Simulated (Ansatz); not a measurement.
Checking a run of Ansatz (an electronic-structure program) on SiGe (P6_3mc, 8 atoms in the cell). The aim is a self-consistent single point with DFT, PBEsol, plane waves, default PAW files made with PBE.

Cell that was meant: a = 4.0490 Å, b = 4.0490 Å, c = 13.2553 Å, α = 90.00°, β = 90.00°, γ = 120.00°.

Part of the input:

Ansatz 0.2 input:
```yaml
    - { symbol: Si, position: [0.66666700, 0.33333300, 0.56329000] }
    - { symbol: Si, position: [0.33333300, 0.66666700, 0.06329000] }
basis:
  ecutwfc: 145.0
kpoints:
  mp_grid:
    grid: [8, 8, 2]
[...]
scf:
  occupations:
    method: fermi_dirac
    width: 0.05
output:
  forces: true
  eigenvalues: true
```

Output (repeated stretches shortened):

```
   [... lines left out ...]
PAW frozen core: Si, regenerated for the run's functional, and the local potential with it
Initial density: superposition of atomic densities (neutral atoms: chi_scale 0, normalization atom), corrected by the library's trained network
Initial wavefunctions: pseudopotential atomic-orbital guess
Eigensolver: davidson
Functional: x = pbesol(κ = 0.804, μ = 0.12345679012345678), c = pbesol(β = 0.046)
SCF iter   1: F=—  HF=-19345.733192 eV  |F-HF|=—  |Δ(HF+E_count)|=         —  Δρ=1.83e-1  dr2=2.75e1  ethr=1.77e-3  ⟨swp⟩=6.0  Hψ=3204  notcnv=0
all-band conjugate gradients solve this SCF's bands
preconditioner: auto → Resta (q_TF=auto, 2.325 Å⁻¹)
   [... lines left out ...]
SCF iter   6: F=—  HF=-19275.180526 eV  |F-HF|=—  |Δ(HF+E_count)|=   2.96e-3  Δρ=6.49e-5  dr2=2.94e-5  ethr=8.59e-8  ⟨swp⟩=2.0  Hψ=1251  notcnv=0  defer=38
SCF iter   7: F=—  HF=-19275.180523 eV  |F-HF|=—  |Δ(HF+E_count)|=   2.52e-6  Δρ=2.41e-5  dr2=1.27e-6  ethr=4.08e-8  ⟨swp⟩=2.0  Hψ=1060  notcnv=0  defer=38
SCF iter   8: F=-19275.180524 eV  HF=-19275.180524 eV  |F-HF|=4.70e-8  |Δ(HF+E_count)|=   8.26e-7  Δρ=4.38e-6  dr2=3.31e-8  ethr=1.39e-10  ⟨swp⟩=9.4  Hψ=3615  notcnv=0
SCF 1 converged in 8 iterations: F = -19275.180524 eV  dr2 = 3.31e-8
Free energy (F): -19275.180524 eV
Internal energy: -19275.178637 eV  (E = F + TS)
E sigma→0 (E₀):  -19275.179580 eV
Entropy (-TS):   -0.001888 eV (-0.236 meV/atom)
Fermi energy:    5.848346 eV
--- Forces (eV/Å), atoms counted from 1 ---
  atom   1  Ge     0.00000000    -0.00000000    -0.06772758
  atom   2  Ge    -0.00000000     0.00000000    -0.06772758
  atom   3  Ge     0.00000000    -0.00000000     0.08358572
  atom   4  Ge    -0.00000000     0.00000000     0.08358572
  atom   5  Si    -0.00000000     0.00000000     0.13976035
  atom   6  Si     0.00000000    -0.00000000     0.13976035
  atom   7  Si     0.00000000    -0.00000000    -0.15536766
  atom   8  Si    -0.00000000     0.00000000    -0.15536766
--- Stress (GPa, compression-positive) ---
      -16.034538       0.000000       0.000000
        0.000000     -16.034538       0.000000
        0.000000       0.000000      -6.356021
  P = ⅓ Tr σ = -12.8084 GPa (-128.084 kbar)
  The stress holds the Pulay correction. Without it, at fixed plane waves, as pw.x and ABINIT print it: P = -629.5870 GPa
```

**Question.** Is anything amiss in this input, and did it matter?

**Answer.** The run is not sound. The fault is a basis or grid far too coarse for these potentials. The error of an incomplete plane-wave basis or grid does not cancel at such settings. To fix it, restore the cutoff that the potentials need and check convergence. The run converged in 8 iterations without an error; against the sound input the free energy rises by 28.0 eV/atom, the pressure goes from -6.60 to -12.81 GPa and the largest force goes from 0.196 to 0.155 eV/Å. At a fixed set of plane waves, without the program's Pulay estimate, the pressure is -629.59 GPa against -6.62 GPa.

An input that runs soundly differs in these lines (not the only fix; some lines may just follow from the change or write a value another way):
```diff
-  ecutwfc: 145.0
+  ecutwfc: 420.0 eV
-    width: 0.05
+    width: 0.05 eV
```

With that input, the run converged in 8 iterations: free energy E − TS (on the zero of these files) -19499.3574 eV; gap on the k-point mesh 0.28 eV; pressure -6.60 GPa; largest force (vector length) 0.196 eV/Å (DFT, PBEsol, plane waves, default PAW files made with PBE).

On the sound input: the starting cell was generated: these elements placed on a structure prototype, without a prior relaxation; it need not be a known phase or ordering of this composition. Its lattice was rescaled by a random factor within 2.5 % of one. With a pressure of about -7 GPa the cell is away from its equilibrium volume at this level. Ansatz's pressure includes its estimate of the finite-basis (Pulay) stress.
